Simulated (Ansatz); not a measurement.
Pt on the Si site in 3C silicon carbide: one set of geometries, relaxed with PBE, evaluated in Ansatz (PAW, plane waves to 420 eV, 500 eV under r2SCAN) with PBE, r2SCAN.

Details: 64-site cell; 2×2×2 shifted k-points; start: the Si site; no spin–orbit coupling; not converged in cell size; flagged in the runs: a doubtful potential alignment.

```tsv
quantity	PBE	r2SCAN
host gap (eV)	1.37	[?]
ε(+1/0) above the VBM (eV)	not bound	not settled
ε(0/−1) above the VBM (eV)	not bound	not settled
ε(−1/−2) above the VBM (eV)	not bound	not settled
```

**Question.** Given the lower rungs, what does r2SCAN give?

**Answer.** 
- host gap (eV), r2SCAN: 1.72

"Not bound" means that the carrier spreads over host band states in this cell; a shallow level, bound over tens of ångströms, can't be resolved here.

Ansatz is a first-principles code.
